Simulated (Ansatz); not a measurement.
A computed series for Sb: response to strain

Take Sb (space group R-3m, No. 166; a = 4.2658 Å, c = 10.6986 Å (hexagonal axes); relaxed with 0.1 eV smearing) as the base. Axes: x lies along a and z along c of the hexagonal cell.

Strains are applied to the cell and any free atomic positions relax; under biaxial strain the out-of-plane vector relaxes too; under stress the whole cell relaxes.

Calculations: Kohn–Sham DFT with the PBEsol-D3(BJ) functional, run in Ansatz (a quantum-chemistry and plane-wave program) with PAW and 420 eV plane waves, scalar-relativistic without spin-orbit coupling, earlier PAW set.

Notes on the quantities. energy relative to the base: free energy F; pressure: mean of the normal stresses, compression positive.

| variant | energy relative to the base | pressure | shortest interatomic distance |
|---|---|---|---|
| base | 0 meV/atom | 0.0 GPa | 2.916 Å |
| biaxial strain +2.08 %, plane normal [001], relaxed out of plane | +6.8 meV/atom | -1.2 GPa | 2.939 Å |
| isotropic strain +5.24 % | +96 meV/atom | -5.8 GPa | 2.979 Å |
| uniaxial strain ε_yy = +1.21 % | +1.3 meV/atom | -0.7 GPa | 2.917 Å |
| uniaxial strain ε_zz = −2.96 % | +4.8 meV/atom | 1.4 GPa | 2.921 Å |
| uniaxial stress, 0.5 GPa compression along z | +0.5 meV/atom | – | 2.919 Å |

Stability under load was not tested beyond the relaxation.
